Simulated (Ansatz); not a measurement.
System: double-hcp La. Method: PBE0 (plane waves, PAW; Ansatz, a first-principles code).

Settings: plane-wave cutoff 460 eV, 9×9×4 k mesh (along the axes of the cell as run), Fermi–Dirac smearing 0.05 eV, scalar-relativistic PAW data made under PBE.

Computed at the level's own relaxed cell.

Question: What does this level give for the lattice constant a and lattice parameter c?

Answer: 
- lattice constant a = 3.849 Å
- lattice parameter c = 12.176 Å

Measured, for comparison: lattice constant a 3.774 Å, lattice parameter c 12.171 Å (293 K, no zero-point or thermal correction; as tabulated in Wikipedia's data pages). Computed (rounded) less measured: lattice constant a +2.0 %, lattice parameter c 0.0 %.

Spin–orbit coupling is not included.

Computed values are for the static lattice.
